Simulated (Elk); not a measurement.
Input and output of a self-consistent single point for Be2C (Fm-3m, 3 atoms in the cell) (Elk).

Level of theory: PBE, all-electron FP-LAPW, Elk's shipped species files, APW+lo basis with extra local orbitals run with Elk 10.2.4.

```yaml
crystal:
  lattice:
    - [0.00000, 2.17000, 2.17000]
    - [2.17000, 0.00000, 2.17000]
    - [2.17000, 2.17000, 0.00000]
  atoms:
    - { symbol: Be, position: [0.25000, 0.25000, 0.25000] }
    - { symbol: Be, position: [0.75000, 0.75000, 0.75000] }
    - { symbol: C, position: [0.00000, 0.00000, 0.00000] }
```

Reference input (self-consistent single point, DFT, PBE, all-electron FP-LAPW, Elk's shipped species files, APW+lo basis with extra local orbitals): xctype = 20; rgkmax = 7.5; swidth = 0.00183747 Ha; ngridk = 7 7 7; tforce = true; gmaxvr = 18 1/bohr; lmaxapw = 10; lmaxo = 8; nxlo = 2; lorbcnd = true; lradstp = 2; nrmtscf = 2. This run's input differs from it in these lines:

```diff
@@ -64,3 +64,3 @@
 ngridk
-  7 7 7
+  5 5 5
```

The program printed (abridged):

```
│ Self-consistent loop started │
│ Loop number : 1 │
 total energy                :     -69.7073552301
│ Loop number : 2 │
 total energy                :     -69.6729611229
RMS change in Kohn-Sham potential (target) :    7.604115889     (  0.1000000000E-05)
Absolute change in total energy (target)   :   0.3439410719E-01 (  0.1000000000E-03)
│ Loop number : 3 │
 total energy                :     -69.1173342470
RMS change in Kohn-Sham potential (target) :    5.585578562     (  0.1000000000E-05)
Absolute change in total energy (target)   :   0.5642254026     (  0.1000000000E-03)
│ Loop number : 4 │
   [... lines left out ...]
Absolute change in total energy (target)   :   0.2746732997E-03 (  0.1000000000E-03)
│ Loop number : 13 │
 total energy                :     -67.6781006243
RMS change in Kohn-Sham potential (target) :   0.2425197023E-05 (  0.1000000000E-05)
Absolute change in total energy (target)   :   0.7010465103E-04 (  0.1000000000E-03)
│ Loop number : 14 │
 total energy                :     -67.6780999898
RMS change in Kohn-Sham potential (target) :   0.1974118243E-06 (  0.1000000000E-05)
Absolute change in total energy (target)   :   0.1816064908E-04 (  0.1000000000E-03)
Convergence targets achieved

│ Loop number : 15 │

Energies :
 Fermi                       :     0.346670600573
 total energy                :     -67.6780999835

Density of states at Fermi energy :   0.6519078891E-05
 (states/Hartree/unit cell)

Estimated indirect band gap :   0.5969331575E-01
 from k-point      1 to k-point      8
Estimated direct band gap   :   0.1508863196
 at k-point      1

Charges :
 core                        :    6.000000000
 valence                     :    8.000000000
 interstitial                :    3.462556313
 muffin-tins (core leakage)
  species :    1 (Be)
   atom    1                 :    2.762991816     (  0.2480936100E-02)
   atom    2                 :    2.762991816     (  0.2480936100E-02)
  species :    2 (C)
   atom    1                 :    5.011460055     (  0.1330607670E-04)
   [... lines left out ...]
   total force               :    -0.00000000    0.00000000    0.00000000
   total magnitude           :     0.00000000
 species :    2 (C)
  atom :    1
   Hellmann-Feynman          :     0.00000000    0.00000000    0.00000000
   IBS                       :    -0.00000000   -0.00000000   -0.00000000
   total force               :     0.00000000   -0.00000000   -0.00000000
   total magnitude           :     0.00000000
```

The run converged in 15 iterations. The count includes the last loop, which Elk runs after its targets are met. Against the reference run the free energy rises by 6.8 meV/atom and the gap on the mesh goes from 1.403 to 1.624 eV.

The starting cell has typed, rounded lattice constants, without a prior relaxation at this level. Values depend on the basis (sphere radii, cutoffs, local orbitals), which need not be converged. Another mesh or the band path of this cell gives a smaller gap, so this value is not converged in the mesh.
